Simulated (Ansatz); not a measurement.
# Quick settings and what they miss: PNO (I2_12_12_1, 6 atoms in the cell)

Self-consistent single point.

```xyz
6
Lattice="-2.2738 2.4423 3.5810 2.2738 -2.4423 3.5810 2.2738 2.4423 -3.5810" Properties=species:S:1:pos:R:3 pbc="T T T"
P      2.2738     1.2212     2.5843
P      0.0000     1.2212     4.5777
N      0.6459     0.0000     5.3715
N      1.6279     0.0000     1.7905
O      1.1369     1.8214     3.5810
O      1.1369     3.0632     0.0000
```

Method: r2SCAN, default PAW files made with PBE (plane waves; Ansatz, a first-principles code).

Base settings: basis.ecutwfc = 500 eV; kpoints.mp_grid.grid = 8 8 8; hamiltonian.xc = r2scan; hamiltonian.pseudopotentials = {kind: paw} (the program's default PAW files); scf.occupations.method = gaussian; scf.occupations.width = 0.01 eV.

Tight run (finer mesh or higher cutoff; not a proven limit): basis.ecutwfc: 500 eV → 700 eV; kpoints.mp_grid.grid: 8 8 8 → 11 11 11; scf.convergence.dr2_threshold: default (1e-07 eV) → 1e-09 eV. It gave top of the valence band (on the code's own zero) 3.57 eV; gap on the k-point mesh 5.29 eV; pressure -10.86 GPa; largest force (vector length) 0.855 eV/Å.

Quick runs, as changes from the base:
- A: the base itself
- B: basis.ecutwfc: 500 eV → 250 eV; kpoints.mp_grid.grid: 8 8 8 → 4 4 4; scf.occupations.method: gaussian → cold; scf.occupations.width: 0.01 eV → 0.272 eV; scf.convergence.dr2_threshold: default (1e-07 eV) → 0.001 eV
- C: basis.ecutwfc: 500 eV → 250 eV; kpoints.mp_grid.grid: 8 8 8 → 2 2 2; scf.occupations.method: gaussian → cold; scf.occupations.width: 0.01 eV → 0.2 eV
- D: basis.ecutwfc: 500 eV → 400 eV; kpoints.mp_grid.grid: 8 8 8 → 6 6 6; scf.convergence.dr2_threshold: default (1e-07 eV) → 0.0001 eV
- E: basis.ecutwfc: 500 eV → 300 eV; kpoints.mp_grid.grid: 8 8 8 → 3 3 3; kpoints.mp_grid.shift: default → 0.5 0.5 0.5
- F: basis.ecutwfc: 500 eV → 350 eV; scf.occupations.width: 0.01 eV → 0.2 eV; kpoints.mp_grid.shift: default → 0.5 0.5 0.5; scf.convergence.dr2_threshold: default (1e-07 eV) → 0.001 eV
- G: basis.ecutwfc: 500 eV → 420 eV; kpoints.mp_grid.grid: 8 8 8 → 3 3 3; hamiltonian.xc: r2scan → b3lyp [B3LYP]
- H: basis.ecutwfc: 500 eV → 420 eV; kpoints.mp_grid.grid: 8 8 8 → 2 2 2; hamiltonian.xc: r2scan → hse06 [HSE06]

Dashes: time of B, C, D, E, F, H, under 30 s; energy of G, H, another energy zero; count of G, H, another kind of functional, whose work the count does not hold.

Gaps are read on each run's own mesh, which may miss the band edges.

† marks runs with another functional, U, potentials or spin treatment: their distance from the tight run is not a convergence error alone.

The count of work is k-points × plane waves × bands × iterations; it is no time. Core times come from one kind of shared machine and are given to one figure; runs under 30 s give none.

Pressures in the table are Ansatz's without its Pulay estimate, at a fixed set of plane waves; the tight run's value above holds the estimate.

The starting cell comes from a database of computed structures (which also holds hypothetical and non-ambient phases and stackings), without a prior relaxation at this level. Its lattice was rescaled by a random factor within 2.5 % of one. In the base run, with a pressure of about -11 GPa the cell is away from its equilibrium volume at this level.

| run | energy less tight (meV/atom) | pressure less tight (GPa) | largest miss in a force vector (eV/Å) | gap on the mesh less tight (eV) | count of work / tight | core time / tight (rough) |
|---|---|---|---|---|---|---|
| A | 2.8 | -0.01 | 0.003 | -0.008 | 0.23 | 0.3 |
| B | 983.3 | -50.35 | 0.551 | -0.113 | 0.011 | – |
| C | 968.0 | -49.75 | 0.570 | -0.122 | 0.0049 | – |
| D | 9.3 | -0.85 | 0.004 | -0.009 | 0.068 | – |
| E | 231.8 | -16.46 | 0.050 | 0.339 | 0.0089 | – |
| F | 47.7 | -4.49 | 0.010 | 0.094 | 0.12 | – |
| G† | – | 0.87 | 0.140 | 1.436 | – | 0.3 |
| H† | – | -1.28 | 0.173 | 1.040 | – | – |

Among the runs at the tight run's level, the energy misses run from 2.8 to 983.3 meV/atom.

Keys are those of Ansatz 0.2.
